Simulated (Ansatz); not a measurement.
Ir under a change: biaxial strain −3.00 %, plane normal [001], relaxed out of plane

Base system: Ir in the fcc (Cu type) structure (space group Fm-3m, No. 225; a = 3.845 Å; relaxed with 0.1 eV smearing). Axes: x, y, z lie along the cube axes.

The change: biaxial strain −3.00 %, plane normal [001], relaxed out of plane (Cartesian); in-plane vectors clamped, the third vector and the atoms free.

The values are results of plane-wave PAW DFT at the r2SCAN level (Ansatz, a quantum-chemistry and plane-wave program, 500 eV), spin-orbit coupling left out, not measurements. k-mesh 29×29×29 (Γ-centred); smearing 0.1 eV (Fermi–Dirac).

- Volume per atom = 13.70 Å³ (base 14.21 Å³)
- Space group = I4/mmm (No. 139) (base Fm-3m (No. 225))
- Shortest interatomic distance = 2.637 Å (base 2.719 Å)
- Energy relative to the base (free energy F) = +60 meV/atom
- Pressure (mean of the normal stresses, compression positive) = 15.9 GPa (base 0.0 GPa)
- Band gap = zero (base zero)
- Out-of-plane strain = +2.46 %
- Ratio −ε⊥/ε∥ = 0.82
- Mean in-plane stress (compression positive) = +23.9 GPa

Cost of the whole job for the changed cell (relaxation, final SCF and bands): very roughly 3 core-minutes.

No phonon test of stability was made. The final runs are not spin-polarised.
